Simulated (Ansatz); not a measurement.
**CsCl-type FeAl**

These are PBEsol (plane waves, PAW; Ansatz, a first-principles code) values and carry that method's errors.

Numerical settings: plane-wave cutoff 520 eV, 18×18×18 k mesh, Fermi–Dirac smearing 0.05 eV, no spin polarisation, scalar-relativistic PAW data made under PBE.

Cell: relaxed at this level.

For CsCl-type FeAl, the volume per atom is 11.46 Å³/atom. The bulk modulus comes out as 194 GPa, the lattice parameter a comes out as 2.840 Å and the band gap comes out as none. The pressure derivative B′ of the bulk modulus comes out as 4.2.

Measured, for comparison: equilibrium volume per atom 12.32 Å³/atom, lattice constant a 2.910 Å (room temperature, not corrected to a static lattice; as tabulated in Liu et al. (2023), doi:10.1107/s2414314623010659); bulk modulus 152 GPa (room temperature, not corrected to a static lattice; as tabulated in Yamada et al. (2019), arXiv:1910.09660). Computed (rounded) less measured: equilibrium volume per atom -7.0 %, bulk modulus +28 %, lattice constant a -2.4 %.

Cost on a shared machine: roughly 40 core-seconds.
